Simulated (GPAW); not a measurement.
# A self-consistent single point of InPd (Pm-3m, 2 atoms in the cell) with GPAW

Computed with PBE, GPAW PAW datasets PBE (gpaw-data 1.0.1) (plane waves; GPAW).

The input file:

```python
from ase import Atoms
from ase.units import GPa
from gpaw import GPAW

atoms = Atoms(['In', 'Pd'],
              cell=[[3.298055, 0.000000, 0.000000],
                    [0.000000, 3.298055, 0.000000],
                    [0.000000, 0.000000, 3.298055]],
              scaled_positions=[[0.000000, 0.000000, 0.000000],
                                [0.500000, 0.500000, 0.500000]],
              pbc=True)

calc = GPAW(mode={'name': 'pw', 'ecut': 600},
            xc='PBE',
            kpts=(13, 13, 13),
            occupations={'name': 'methfessel-paxton', 'width': 0.2, 'order': 0},
            nbands=-6,
            convergence={'density': 1e-05},
            symmetry={'symmorphic': False, 'tolerance': 0.0005},
            maxiter=120)

atoms.calc = calc

energy = atoms.get_potential_energy()
print('Energy (eV):', round(energy, 6))
forces = atoms.get_forces()
print('Forces (eV/Ang):')
print(forces.round(5))
stress = atoms.get_stress()
print('Stress (GPa, Voigt):', (stress / GPa).round(4))
```

The program printed (abridged):

```
Input parameters:
  convergence: {density: 1e-05}
  kpts: [13 13 13]
  maxiter: 120
  mode: {ecut: 600,
         name: pw}
  nbands: -6
  occupations: {name: methfessel-paxton,
                order: 0,
                width: 0.2}
  symmetry: {symmorphic: False,
             tolerance: 0.0005}
  xc: PBE

species:
  In:
    name: Indium
    Z: 49.0
    valence: 13
    core: 36
    charge: 0.0
    file: In.PBE.gz

    # Using partial waves for In as LCAO basis

  Pd:
    name: Palladium
    Z: 46.0
    valence: 16
    core: 30
    charge: 0.0
    file: Pd.PBE.gz

    # Using partial waves for Pd as LCAO basis

Reference energy: -297202.910378  # eV

Spin-paired calculation

Convergence criteria:
 Maximum [total energy] change in last 3 cyles: 0.0005 eV / valence electron
 Maximum integral of absolute [dens]ity change: 1e-05 electrons / valence electron
 Maximum integral of absolute [eigenst]ate change: 4e-08 eV^2 / valence electron
 Maximum number of scf [iter]ations: 120

Symmetries present (total): 48
Symmetries with fractional translations: 0
2197 k-points: 13 x 13 x 13 Monkhorst-Pack grid
84 k-points in the irreducible part of the Brillouin zone
       k-points in crystal coordinates                weights
   0:     0.00000000    0.00000000    0.00000000          1/2197
   1:     0.07692308    0.00000000    0.00000000          6/2197
   2:     0.07692308    0.07692308    0.00000000         12/2197
   [... 7 lines left out ...]
          ...
  83:     0.46153846    0.46153846    0.46153846          8/2197

Wave functions: Plane wave expansion
  Cutoff energy: 600.000 eV
  Number of coefficients (min, max): 1185, 1217
  Pulay-stress correction: 0.000000 eV/Ang^3 (de/decut=0.000000)

Occupation numbers: Methfessel-Paxton:
  width: 0.2000  # eV
  order: 0

Eigensolver

Densities:
  Coarse grid: 20*20*20 grid
  Fine grid: 40*40*40 grid
  Total Charge: 0.000000

Density mixing:
  Method: separate
  Backend: pulay
  Linear mixing parameter: 0.05
  old densities: 5
  Damping of long wavelength oscillations: 50

Hamiltonian:
  XC and Coulomb potentials evaluated on a 40*40*40 grid
  External potential:
    NoExternalPotential

XC parameters: PBE with 2 nearest neighbor stencil

Number of atoms: 2
Number of atomic orbitals: 21
Number of bands in calculation: 20
Number of valence electrons: 29
Bands to converge: occupied

Density initialized from atomic densities
  20 bands from LCAO basis set

Atomic positions and initial magnetic moments

Positions:
   0 In     0.000000    0.000000    0.000000    ( 0.0000,  0.0000,  0.0000)
   1 Pd     1.649028    1.649028    1.649028    ( 0.0000,  0.0000,  0.0000)

Unit cell:
           periodic     x           y           z      points  spacing
  1. axis:    yes    3.298055    0.000000    0.000000    20     0.1649
  2. axis:    yes    0.000000    3.298055    0.000000    20     0.1649
  3. axis:    yes    0.000000    0.000000    3.298055    20     0.1649

  Lengths:   3.298055   3.298055   3.298055
  Angles:   90.000000  90.000000  90.000000

Effective grid spacing dv^(1/3) = 0.1649

     iter     time        total  log10-change:
                         energy   eigst   dens
iter:   1 --:--:--    -9.214929
iter:   2 --:--:--    -8.677758   -1.59  -1.25
iter:   3 --:--:--    -7.771437   -0.69  -1.30
iter:   4 --:--:--    -7.690639   -2.37  -1.72
iter:   5 --:--:--    -7.753118   -1.74  -1.69
iter:   6 --:--:--    -7.674057   -1.83  -2.21
iter:   7 --:--:--    -7.656854   -3.20  -2.24
iter:   8 --:--:--    -7.646827   -3.19  -2.47
iter:   9 --:--:--    -7.646534c  -3.90  -2.95
iter:  10 --:--:--    -7.646197c  -4.78  -3.43
iter:  11 --:--:--    -7.646605c  -4.18  -3.32
iter:  12 --:--:--    -7.646162c  -4.62  -3.15
iter:  13 --:--:--    -7.646146c  -6.15  -3.85
iter:  14 --:--:--    -7.646115c  -5.54  -3.86
iter:  15 --:--:--    -7.646114c  -7.34  -3.91
iter:  16 --:--:--    -7.646112c  -6.73  -3.92
iter:  17 --:--:--    -7.646120c  -6.24  -3.91
iter:  18 --:--:--    -7.646112c  -6.63  -3.90
iter:  19 --:--:--    -7.646119c  -6.19  -3.95
iter:  20 --:--:--    -7.646118c  -7.86c -4.06
iter:  21 --:--:--    -7.646110c  -6.44  -4.13
iter:  22 --:--:--    -7.646109c  -7.75c -4.36
iter:  23 --:--:--    -7.646109c  -7.06  -4.37
iter:  24 --:--:--    -7.646107c  -7.52c -4.54
iter:  25 --:--:--    -7.646107c  -8.86c -4.83
iter:  26 --:--:--    -7.646109c  -7.45c -4.88
iter:  27 --:--:--    -7.646108c  -7.35  -4.95
iter:  28 --:--:--    -7.646108c  -7.95c -4.84
iter:  29 --:--:--    -7.646108c  -9.45c -5.26c

Converged after 29 iterations.

Dipole moment: (-0.000000, -0.000000, -0.000000) |e|*Ang

Energy contributions relative to reference atoms: (reference = -297202.910378)

Kinetic:        +11.522549
Potential:      -13.793230
External:        +0.000000
XC:              -5.326275
Entropy (-ST):   -0.016170
Local:           -0.041067
SIC:             +0.000000
--------------------------
Free energy:     -7.654193
Extrapolated:    -7.646108

Showing only first 2 kpts
 Kpt  Band  Eigenvalues  Occupancy
  0    12      7.38740    2.00000
  0    13      7.38740    2.00000
  0    14     13.75962    0.00000
  0    15     13.75962    0.00000

  1    12      7.31899    2.00000
  1    13      7.38351    2.00000
  1    14     13.08921    0.00000
  1    15     13.94378    0.00000

Fermi level: 9.63695

No gap
No difference between direct/indirect transitions
Energy (eV): -7.646108

Forces in eV/Ang:
  0 In   -0.00000   -0.00000    0.00000
  1 Pd    0.00000    0.00000    0.00000

Stress tensor:
    -0.003108    -0.000000     0.000000
    -0.000000    -0.003108     0.000000
     0.000000     0.000000    -0.003108
Stress (GPa, Voigt): [-0.498 -0.498 -0.498  0.     0.    -0.   ]
```

The run converged in 29 iterations. GPAW prints stress with tension positive.

The starting cell comes from a database of computed structures (which also holds hypothetical and non-ambient phases and stackings), without a prior relaxation at this level. Its lattice was rescaled by a random factor within 2.5 % of one. Spin polarisation is off.

Cost on one core of a shared machine: roughly 50 s.
